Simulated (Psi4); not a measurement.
Psi4 1.11, HF/def2-svpd: OB(O)[SiH2][GeH3], 12 atoms. The geometry is a generated start, not checked to be a minimum at this level.

```
Item                                 Result
--------------------------  ---------------
task                                 energy
method                                  scf
basis                             def2-svpd
memory                                 3 GB
maxiter                                 100
keys of the molecule block      symmetry c1
scf_type                       df (default)
e_convergence               1e-06 (default)
d_convergence               1e-06 (default)
basis functions                         184
```

```xyz
12

Ge     1.9105     0.5773     0.0149
Si    -0.2214     0.2086    -0.9110
B     -1.4622    -0.5732     0.4269
O     -1.4571    -1.8852     0.7593
O     -2.3504     0.1595     1.1377
H      2.4133     1.9920     0.0205
H      2.0451     0.1914     1.4654
H      3.0575    -0.1660    -0.6115
H      0.0025    -0.6400    -2.0961
H     -0.6669     1.5060    -1.4551
H     -0.8527    -2.4639     0.2997
H     -2.4183     1.0936     0.9494
```

With the defaults (damping_percentage = 0, guess = auto, which took SAD, diis = true, scf_initial_accelerator = adiis, diis_max_vecs = 10, diis_start = 1, soscf = false, soscf_start_convergence = 0.01) it converges in 8 SCF iterations. One run each on 2 threads, with these changes:
- soscf = true, soscf_start_convergence = 0.001
- damping_percentage = 60, diis = false, scf_initial_accelerator = none
- damping_percentage = 60
- guess = huckel
- diis_max_vecs = 20
- damping_percentage = 20
- diis_start = 4
- guess = modhuckel
- guess = sap

Problem. Which runs fail or end elsewhere than the default run?

Solution. No convergence: damping_percentage = 60 (the run ends without SCF convergence in 100 iterations). The rest reach the solution of the defaults.

```
setting                                                                SCF iterations  JK calls             end
---------------------------------------------------------------------  --------------  --------  --------------
soscf = true, soscf_start_convergence = 0.001                                       6        17   same solution
the defaults                                                                        8         9   same solution
diis_max_vecs = 20                                                                  8         9   same solution
guess = sap                                                                         8         8   same solution
guess = huckel                                                                      9        39   same solution
guess = modhuckel                                                                   9        39   same solution
diis_start = 4                                                                     10        11   same solution
damping_percentage = 20                                                            18        19   same solution
damping_percentage = 60, diis = false, scf_initial_accelerator = none              39        40   same solution
damping_percentage = 60                                                           100       101  no convergence
```

An SOSCF iteration holds several JK calls; a Hückel guess adds calls on atoms.
